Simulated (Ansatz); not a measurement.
# LiNbO3 under a change: uniaxial strain ε_zz = −0.75 %

Base system: LiNbO$_{3}$ (space group R3c, No. 161).

```yaml
crystal:
  lattice:
    - [2.53373, 1.46285, 4.56243]
    - [-2.53373, 1.46285, 4.56243]
    - [0.00000, -2.92570, 4.56243]
  atoms:
    - { symbol: Li, position: [0.28114, 0.28114, 0.28114] }
    - { symbol: Li, position: [0.78114, 0.78114, 0.78114] }
    - { symbol: Nb, position: [0.99752, 0.99752, 0.99752] }
    - { symbol: Nb, position: [0.49752, 0.49752, 0.49752] }
    - { symbol: O, position: [0.10552, 0.36572, 0.71719] }
    - { symbol: O, position: [0.71719, 0.10552, 0.36572] }
    - { symbol: O, position: [0.36572, 0.71719, 0.10552] }
    - { symbol: O, position: [0.21719, 0.86572, 0.60552] }
    - { symbol: O, position: [0.86572, 0.60552, 0.21719] }
    - { symbol: O, position: [0.60552, 0.21719, 0.86572] }
```

Cartesian axes are those of the cell as printed.

Perturbation: the cell is compressed by 0.75 % along z with no lateral relaxation, atoms relaxed at fixed cell.

Computed with LDA in Ansatz (plane waves to 420 eV, PAW, no spin-orbit coupling). Γ-centred 8×8×8 mesh, Fermi–Dirac width 0.05 eV.

| quantity | base | changed | shift |
|---|---|---|---|
| volume per atom | 10.15 Å³ | 10.07 Å³ | -0.08 Å³ |
| space group | R3c (No. 161) | R3c (No. 161) | – |
| shortest interatomic distance | 3.552 bohr | 3.552 bohr | 0.000 bohr |
| energy relative to the base (free energy F) | 0 meV/atom | +0.5 meV/atom | +0.5 meV/atom |
| band gap (an upper bound: an edge found on the path is not a true extremum; both cells) | 3.50 eV | 3.53 eV | +0.03 eV |
| stress (xx, yy, zz, yz, xz, xy; compression positive) | – | (0.60, 0.60, 1.93, 0.00, 0.00, 0.00) GPa | – |

Final structure:

```
CELL_PARAMETERS angstrom
      2.53373     1.46285     4.52821
     -2.53373     1.46285     4.52821
      0.00000    -2.92570     4.52821
ATOMIC_POSITIONS crystal
  Li 0.28096 0.28096 0.28096
  Li 0.78096 0.78096 0.78096
  Nb 0.99760 0.99760 0.99760
  Nb 0.49760 0.49760 0.49760
  O  0.10484 0.36696 0.71675
  O  0.71675 0.10484 0.36696
  O  0.36696 0.71675 0.10484
  O  0.21675 0.86696 0.60484
  O  0.86696 0.60484 0.21675
  O  0.60484 0.21675 0.86696
```

Cost of the whole job for the changed cell (relaxation, final SCF and bands): very roughly 90 core-seconds.

No phonon test of stability was made.

Ansatz is a quantum-chemistry and plane-wave program.
